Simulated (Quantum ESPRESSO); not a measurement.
## Several settings converged on CuAu (P4mm, 2 atoms in the cell)

```yaml
crystal:
  lattice:
    - [2.81400, 0.00000, 0.00000]
    - [0.00000, 2.81400, 0.00000]
    - [0.00000, 0.00000, 3.68835]
  atoms:
    - { symbol: Cu, position: [0.00000, 0.00000, 0.01356] }
    - { symbol: Au, position: [0.50000, 0.50000, 0.50000] }
```

Base method: PBEsol, GBRV 1.5 ultrasoft (PBESOL) pseudopotentials (plane waves; Quantum ESPRESSO 7.5).

Base settings: ecutwfc = 50 Ry; ecutrho = 400 Ry; occupations = smearing; smearing = fd; degauss = 0.0073499 Ry; potentials = {Cu: cu_pbesol_v1.2.uspp.F.UPF, Au: au_pbesol_v1.uspp.F.UPF}; K_POINTS = automatic 4 4 3 0 0 0; conv_thr = 1e-09 Ry.

The count of work is k-points × plane waves × bands × iterations; it is no time. 

**The cutoff for other potential files**

Level: DFT, PBEsol, plane waves, SSSP 1.1.2 precision (PBE) pseudopotentials.

In this ladder: ecutrho = default; pseudopotentials = {Cu: Cu_ONCV_PBE-1.0.oncvpsp.upf, Au: Au_ONCV_PBE-1.0.oncvpsp.upf}; input_dft = pbesol.

The second cell is the first with its lattice scaled by 0.98.

The mesh stays at the base's, so the ladder's end is converged at best in this setting alone.

Only quantities that move along the ladder and can be compared are tabulated.

| ecutwfc | free energy less the last step's (meV/atom) | energy of the compressed cell less the first (meV/atom) | pressure (GPa) | largest difference of a force vector from the last step's (eV/Å) | count of work / last |
|---|---|---|---|---|---|
| 34 Ry | 41857.59 | -114.47 | -1306.32 | 0.044 | 0.13 |
| 41 Ry | 16652.57 | 15.61 | -707.07 | 0.098 | 0.17 |
| 52 Ry | 2908.15 | -10.19 | -205.82 | 0.013 | 0.19 |
| 64 Ry | 218.18 | 6.96 | -30.09 | 0.003 | 0.28 |
| 75 Ry | 9.38 | 6.84 | -5.08 | 0.000 | 0.36 |
| 90 Ry | 3.76 | 6.77 | -3.85 | 0.000 | 0.47 |
| 112 Ry | 1.81 | 6.77 | -3.89 | 0.000 | 0.65 |
| 150 Ry | 0.00 | 6.77 | -3.80 | 0.000 | 1.0 |

Coarsest ecutwfc that holds the pressure within 1 GPa of the last step, with all finer ones: 90 Ry; the step before is off by 1.3 GPa.

Coarsest ecutwfc that holds the energy of the compressed cell less the first within 1 meV/atom of the last step, with all finer ones: 64 Ry, at 0.28 of the last step's count of work; the step before is off by 17 meV/atom.

Coarsest ecutwfc that holds the forces within 0.02 eV/Å of the last step, with all finer ones: 52 Ry, at 0.19 of the last step's count of work; the step before is off by 0.098 eV/Å.

At the lowest cutoff the pressure lies 1300 GPa under the last step's, the usual sign of Pulay stress in an incomplete plane-wave basis.

**The density cutoff**

The second cell is the first with its lattice scaled by 0.98.

The mesh stays at the base's, so the ladder's end is converged at best in this setting alone.

Only quantities that move along the ladder and can be compared are tabulated.

| ecutrho | free energy less the last step's (meV/atom) | energy of the compressed cell less the first (meV/atom) | pressure (GPa) | largest difference of a force vector from the last step's (eV/Å) |
|---|---|---|---|---|
| 100 Ry | -26.07 | 13.90 | -1.58 | 0.028 |
| 150 Ry | 0.32 | 10.54 | -3.69 | 0.000 |
| 200 Ry | 0.28 | 10.54 | -3.71 | 0.000 |
| 250 Ry | 0.07 | 10.54 | -3.69 | 0.000 |
| 300 Ry | 0.12 | 10.53 | -3.70 | 0.000 |
| 400 Ry | 0.10 | 10.53 | -3.70 | 0.000 |
| 500 Ry | 0.04 | 10.53 | -3.70 | 0.000 |
| 600 Ry | 0.01 | 10.53 | -3.70 | 0.000 |
| 800 Ry | 0.00 | 10.53 | -3.70 | 0.000 |

Coarsest ecutrho that holds the forces within 0.005 eV/Å of the last step, with all finer ones: 150 Ry; the step before is off by 0.028 eV/Å.

Coarsest ecutrho that holds the pressure within 0.1 GPa of the last step, with all finer ones: 150 Ry; the step before is off by 2.1 GPa.

Coarsest ecutrho that holds the free energy within 2 meV/atom of the last step, with all finer ones: 150 Ry; the step before is off by 26 meV/atom.

On the base run: the starting cell has typed, rounded lattice constants, without a prior relaxation at this level. Its lattice was rescaled by up to half a per cent. One atom was moved a little off its site on purpose. Spin polarisation is off. In the base run, with a pressure of about -4 GPa the cell is away from its equilibrium volume at this level. Without a gap this mesh is coarse (it stands for a supercell whose shortest vector is 11 Å).
